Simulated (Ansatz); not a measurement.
## A self-consistent single point of HfPd2 (I4/mmm, 3 atoms in the cell) with Ansatz

Computed with LDA (PW92), default PAW files made with PBE (plane waves; Ansatz, an electronic-structure program).

This input was run:

Ansatz 0.2 input:
```yaml
# HfPd2
crystal:
  lattice:
    - [-1.694531, 1.694531, 4.344014]
    - [1.694531, -1.694531, 4.344014]
    - [1.694531, 1.694531, -4.344014]
  atoms:
    - { symbol: Hf, position_ang: [0.000000, 0.000000, 0.000000] }
    - { symbol: Pd, position_ang: [0.000000, -0.000000, 2.945502] }
    - { symbol: Pd, position_ang: [-0.000000, 0.000000, 5.742526] }
basis:
  ecutwfc: 420.0 eV
kpoints:
  mp_grid: { grid: [14, 14, 14] }
hamiltonian:
  xc: lda
  pseudopotentials: { kind: paw }
scf:
  occupations: { method: fermi_dirac, width: 0.1 eV }
output:
  forces: true
  eigenvalues: true
  stress: true
```

Output, abridged:

```
WARN ansatz: RAYON_NUM_THREADS=1 ignored (pool sized by the plan → 1); use --threads N
basis.fft_grid_basis auto: the FFT boxes are laid along the combinations [[1, 0, 1], [0, 1, 1], [0, 0, 1]] of the cell's own vectors, 3.389, 3.389 and 4.961 Å …
Pseudopotentials: kind: paw
Pseudopotential: Hf, paw, valence charge 26
Pseudopotential: Pd, paw, valence charge 18
Crystal: 3 atoms, lattice volume = 49.894 Å³
Basis set: ecut = 420 eV, 991 PW (Γ), FFT grids on a1+a3, a2+a3, a3
Bands: 38, of which v1, the nominal top of the filled ones, is band 31 counted from 1 (30 counted from 0)
Symmetry: 16 space group operations
Space group: I4/mmm (ITA 139), of the structure as read, at distance tolerance 3.7e-5 Å
k-points: 244 of 2744
PAW frozen core: Hf, regenerated for the run's functional, and the local potential with it
PAW frozen core: Pd, regenerated for the run's functional, and the local potential with it
Initial density: superposition of atomic densities (neutral atoms: chi_scale 0, normalization atom), corrected by the library's trained network
Initial wavefunctions: pseudopotential atomic-orbital guess
Eigensolver: davidson
Functional: x = slater, c = lda
SCF iter   1: F=—  HF=-29168.496350 eV  |F-HF|=—  |Δ(HF+E_count)|=         —  Δρ=1.16e-2  dr2=8.26e-2  ethr=1.77e-3  ⟨swp⟩=5.7  Hψ=34245  notcnv=0  defer=1
all-band conjugate gradients solve this SCF's bands
preconditioner: auto → Kerker (q_TF=auto, 2.829 Å⁻¹)
SCF iter   2: F=—  HF=-29168.486260 eV  |F-HF|=—  |Δ(HF+E_count)|=   1.01e-2  Δρ=5.13e-3  dr2=1.75e-2  ethr=1.33e-4  ⟨swp⟩=1.0  Hψ=11224  notcnv=0  defer=3
SCF iter   3: F=—  HF=-29168.483718 eV  |F-HF|=—  |Δ(HF+E_count)|=   2.54e-3  Δρ=1.22e-3  dr2=1.44e-3  ethr=2.82e-5  ⟨swp⟩=1.1  Hψ=9206  notcnv=0  defer=3
SCF iter   4: F=—  HF=-29168.483504 eV  |F-HF|=—  |Δ(HF+E_count)|=   2.14e-4  Δρ=4.69e-4  dr2=1.19e-4  ethr=2.33e-6  ⟨swp⟩=2.3  Hψ=13957  notcnv=0  defer=3
SCF iter   5: F=—  HF=-29168.483401 eV  |F-HF|=—  |Δ(HF+E_count)|=   1.03e-4  Δρ=2.30e-4  dr2=2.47e-5  ethr=1.92e-7  ⟨swp⟩=2.0  Hψ=14092  notcnv=0  defer=3
SCF iter   6: F=—  HF=-29168.483395 eV  |F-HF|=—  |Δ(HF+E_count)|=   6.50e-6  Δρ=4.69e-5  dr2=1.01e-6  ethr=3.98e-8  ⟨swp⟩=2.0  Hψ=16228  notcnv=0  defer=3
SCF iter   7: F=-29168.483394 eV  HF=-29168.483394 eV  |F-HF|=9.38e-9  |Δ(HF+E_count)|=   2.01e-7  Δρ=5.60e-6  dr2=2.00e-8  ethr=1.61e-10  ⟨swp⟩=4.8  Hψ=37406  notcnv=0
SCF 1 converged in 7 iterations: F = -29168.483394 eV  dr2 = 2.00e-8
SCF converged after 7 iterations
Free energy (F): -29168.483394 eV
Harris-Foulkes:  -29168.483394 eV  (|F-HF|=9.38e-9)
Internal energy: -29168.427336 eV  (E = F + TS)
E sigma→0 (E₀):  -29168.455365 eV
Entropy (-TS):   -0.056058 eV (-18.686 meV/atom)
Fermi energy:    20.558210 eV
--- Per-component energies (eV) ---
  E_band       = -211.978292
  E_kinetic    = 1453.897361
  E_local      = -8436.991409  (includes V_loc(G=0)·N_el)
  E_nonlocal   = -789.106597
  E_hartree    = 3750.877966
  E_xc         = -634.801829
  E_vxc        = -691.651972  (∫ρ·V_xc dr)
  E_paw        = -13931.196329  (= ΣΔE_a)
  E_vpaw       = 750.120462  (= ΣTr[D̂ρ^β])
  E_aug_tail   = 0.000363  (compensation charges beyond the density's cutoff)
  E_ewald      = -10584.925572
  E_core_change = 3.818710  (= ΣΔE_core)
  E_smearing   = -0.056058  (= −TS)
  E_closure    = -0.000000  (closes the sum)
  Σ components = -29168.483394   (vs F -29168.483394, Δ=0.00e0)
--- Forces (eV/Å), atoms counted from 1 ---
  atom   1  Hf    -0.00000000     0.00000000     0.00000000
  atom   2  Pd    -0.00000000    -0.00000000    -0.01160795
  atom   3  Pd    -0.00000000    -0.00000000     0.01160795
  max |Σ_I F_I| component: 2.08e-17 eV/Å
--- Stress (GPa, compression-positive) ---
       -5.959263       0.000000       0.000000
        0.000000      -5.959263       0.000000
        0.000000       0.000000      -7.266457
  P = ⅓ Tr σ = -6.3950 GPa (-63.950 kbar)
  The stress holds the Pulay correction. Without it, at fixed plane waves, as pw.x and ABINIT print it: P = -6.4325 GPa
--- Band table (eV; the first three rows and the last of 244) ---
  k-point 0: bands = ["-63.7648", "-63.7347", "-41.4082", "-29.6078", "-29.5785", "-29.5785", "-29.5017", "-29.5017", "-29.4477", "-10.0861", "-9.9760", "-9.9760", "8.5690", "8.5896", "8.5896", "8.5915", "8.6015", "8.6082", "8.6082", "12.9591", [...]
  k-point 1: bands = ["-63.7642", "-63.7351", "-41.4075", "-29.6088", "-29.5801", "-29.5767", "-29.5045", "-29.5020", "-29.4471", "-10.0834", "-9.9876", "-9.9863", "8.5706", "8.5892", "8.5895", "8.5921", "8.6014", "8.6073", "8.6079", "13.1424", [...]
  k-point 2: bands = ["-63.7624", "-63.7365", "-41.4053", "-29.6113", "-29.5845", "-29.5708", "-29.5132", "-29.5028", "-29.4458", "-10.0763", "-10.0191", "-10.0149", "8.5752", "8.5877", "8.5889", "8.5936", "8.6013", "8.6055", "8.6074", "13.6560", [...]
  k-point 243: bands = ["-63.7572", "-63.7423", "-41.4088", "-29.5885", "-29.5885", "-29.5399", "-29.5137", "-29.4917", "-29.4917", "-10.0980", "-9.9742", "-9.9742", "8.5717", "8.5899", "8.5899", "8.5931", "8.5997", "8.6064", "8.6064", "15.0174", [...]
```

The run converged in 7 iterations.

The starting cell comes from a database of computed structures (which also holds hypothetical and non-ambient phases and stackings), without a prior relaxation at this level. Its lattice was rescaled by up to half a per cent. Spin-orbit coupling is off. Spin polarisation is off. With a pressure of about -6 GPa the cell is away from its equilibrium volume at this level. Ansatz's pressure includes its estimate of the finite-basis (Pulay) stress.
